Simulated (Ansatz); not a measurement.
# Ansatz run on ScPd3 (P4mm, 4 atoms in the cell): self-consistent single point

Computed with PBEsol, default PAW files made with PBE (plane waves; Ansatz, an electronic-structure program).

This input was run:

Ansatz 0.2 input:
```yaml
# ScPd3
crystal:
  lattice:
    - [3.999548, 0.000000, 0.000000]
    - [0.000000, 3.999548, 0.000000]
    - [0.000000, 0.000000, 3.999548]
  atoms:
    - { symbol: Sc, position_ang: [0.000000, 0.000000, 0.049998] }
    - { symbol: Pd, position_ang: [1.999774, 1.999774, 0.000000] }
    - { symbol: Pd, position_ang: [0.000000, 1.999774, 1.999774] }
    - { symbol: Pd, position_ang: [1.999774, 0.000000, 1.999774] }
basis:
  ecutwfc: 420.0
kpoints:
  mp_grid: { grid: [8, 8, 8] }
hamiltonian:
  xc: pbesol
  pseudopotentials: { kind: paw }
scf:
  occupations: { method: gaussian, width: 0.1 }
output:
  forces: true
  eigenvalues: true
  stress: true
```

Output (repeated stretches shortened):

```
WARN ansatz: RAYON_NUM_THREADS=1 ignored (pool sized by the plan → 1); use --threads N
Pseudopotentials: kind: paw
Pseudopotential: Sc, paw, valence charge 11
Pseudopotential: Pd, paw, valence charge 18
Crystal: 4 atoms, lattice volume = 63.978 Å³
Basis set: ecut = 420 eV, 1237 PW (Γ), exchange–correlation on 54×54×54 points (8 copies of the dense FFT grid, shifted against one another)
Bands: 39, of which v1, the nominal top of the filled ones, is band 33 counted from 1 (32 counted from 0)
Symmetry: 8 space group operations
Space group: P4mm (ITA 99), of the structure as read, at distance tolerance 4.0e-5 Å
k-points: 75 of 512 (time reversal used)
PAW frozen core: Sc, regenerated for the run's functional, and the local potential with it
PAW frozen core: Pd, regenerated for the run's functional, and the local potential with it
Initial density: superposition of atomic densities (neutral atoms: chi_scale 0, normalization atom), corrected by the library's trained network
Initial wavefunctions: pseudopotential atomic-orbital guess
Eigensolver: davidson
Functional: x = pbesol(κ = 0.804, μ = 0.12345679012345678), c = pbesol(β = 0.046)
SCF iter   1: F=—  HF=-22834.751845 eV  |F-HF|=—  |Δ(HF+E_count)|=         —  Δρ=1.32e-2  dr2=1.46e-1  ethr=1.77e-3  ⟨swp⟩=4.6  Hψ=9983  notcnv=0
all-band conjugate gradients solve this SCF's bands
preconditioner: auto → Kerker (q_TF=auto, 2.736 Å⁻¹)
SCF iter   2: F=—  HF=-22834.733588 eV  |F-HF|=—  |Δ(HF+E_count)|=   1.83e-2  Δρ=4.74e-3  dr2=2.36e-2  ethr=2.25e-4  ⟨swp⟩=1.0  Hψ=3526  notcnv=0
SCF iter   3: F=—  HF=-22834.730608 eV  |F-HF|=—  |Δ(HF+E_count)|=   2.98e-3  Δρ=1.22e-3  dr2=1.91e-3  ethr=3.62e-5  ⟨swp⟩=1.4  Hψ=3084  notcnv=0
SCF iter   4: F=—  HF=-22834.730336 eV  |F-HF|=—  |Δ(HF+E_count)|=   2.72e-4  Δρ=2.37e-4  dr2=5.09e-5  ethr=2.94e-6  ⟨swp⟩=1.7  Hψ=3253  notcnv=0
SCF iter   5: F=—  HF=-22834.730316 eV  |F-HF|=—  |Δ(HF+E_count)|=   1.96e-5  Δρ=5.05e-5  dr2=1.87e-6  ethr=7.83e-8  ⟨swp⟩=2.0  Hψ=3999  notcnv=0
SCF iter   6: F=-22834.730316 eV  HF=-22834.730316 eV  |F-HF|=4.97e-9  |Δ(HF+E_count)|=   1.59e-7  Δρ=6.69e-6  dr2=2.28e-8  ethr=1.54e-10  ⟨swp⟩=6.2  Hψ=10892  notcnv=0
SCF 1 converged in 6 iterations: F = -22834.730316 eV  dr2 = 2.28e-8
SCF converged after 6 iterations
Free energy (F): -22834.730316 eV
Harris-Foulkes:  -22834.730316 eV  (|F-HF|=4.97e-9)
Internal energy: -22834.718292 eV  (E = F + TS)
E sigma→0 (E₀):  -22834.724304 eV
Entropy (-TS):   -0.012024 eV (-3.006 meV/atom)
Fermi energy:    17.130333 eV
--- Per-component energies (eV) ---
  E_band       = -631.172639
  E_kinetic    = 1804.459077
  E_local      = -6530.884661  (includes V_loc(G=0)·N_el)
  E_nonlocal   = 737.947345
  E_hartree    = 2613.510216
  E_xc         = -608.418670
  E_vxc        = -764.738152  (∫ρ·V_xc dr)
  E_paw        = -11986.162525  (= ΣΔE_a)
  E_vpaw       = -1104.971281  (= ΣTr[D̂ρ^β])
  E_aug_tail   = 0.000689  (compensation charges beyond the density's cutoff)
  E_ewald      = -8866.206359
  E_core_change = 1.036597  (= ΣΔE_core)
  E_smearing   = -0.012024  (= −TS)
  E_closure    = 0.000000  (closes the sum)
  Σ components = -22834.730316   (vs F -22834.730316, Δ=0.00e0)
--- Forces (eV/Å), atoms counted from 1 ---
  atom   1  Sc     0.00000000     0.00000000    -0.21193637
  atom   2  Pd    -0.00000000     0.00000000     0.00409599
  atom   3  Pd     0.00000000     0.00000000     0.10389993
  atom   4  Pd     0.00000000     0.00000000     0.10389993
  max |Σ_I F_I| component: 4.05e-5 eV/Å
--- Stress (GPa, compression-positive) ---
       -6.514729       0.000000       0.000000
        0.000000      -6.514729       0.000000
        0.000000       0.000000      -6.497117
  P = ⅓ Tr σ = -6.5089 GPa (-65.089 kbar)
  The stress holds the Pulay correction. Without it, at fixed plane waves, as pw.x and ABINIT print it: P = -6.5454 GPa
--- Band table (eV; the first three rows and the last of 75) ---
  k-point 0: bands = ["-66.7792", "-66.7421", "-66.7403", "-32.6165", "-32.6162", "-32.6162", "-32.5243", "-32.5234", "-32.5234", "-32.3764", "-32.3764", "-32.3751", "-31.8686", "-10.5815", "-10.5809", "-10.5809", "10.5232", "12.3477", "12.4853", [...]
  k-point 1: bands = ["-66.7780", "-66.7421", "-66.7415", "-32.6124", "-32.6119", "-32.6119", "-32.5246", "-32.5245", "-32.5245", "-32.3834", "-32.3796", "-32.3796", "-31.8646", "-10.5877", "-10.5817", "-10.5817", "10.7046", "12.4454", "12.5584", [...]
  k-point 2: bands = ["-66.7745", "-66.7449", "-66.7421", "-32.6013", "-32.6006", "-32.6006", "-32.5281", "-32.5281", "-32.5254", "-32.4042", "-32.3874", "-32.3874", "-31.8554", "-10.6025", "-10.5835", "-10.5835", "11.2219", "12.6994", "12.7491", [...]
  k-point 74: bands = ["-66.7546", "-66.7546", "-66.7519", "-32.6336", "-32.6308", "-32.6308", "-32.6146", "-32.4528", "-32.4504", "-32.4504", "-32.3509", "-32.3495", "-31.8646", "-10.6027", "-10.6022", "-10.6022", "12.5038", "12.5321", "12.5335", [...]
```

The run converged in 6 iterations.

The starting cell comes from a database of computed structures (which also holds hypothetical and non-ambient phases and stackings), without a prior relaxation at this level. Its lattice was rescaled by up to half a per cent. One atom was moved a little off its site on purpose. Spin polarisation is off. With a pressure of about -7 GPa the cell is away from its equilibrium volume at this level. Ansatz's pressure includes its estimate of the finite-basis (Pulay) stress.
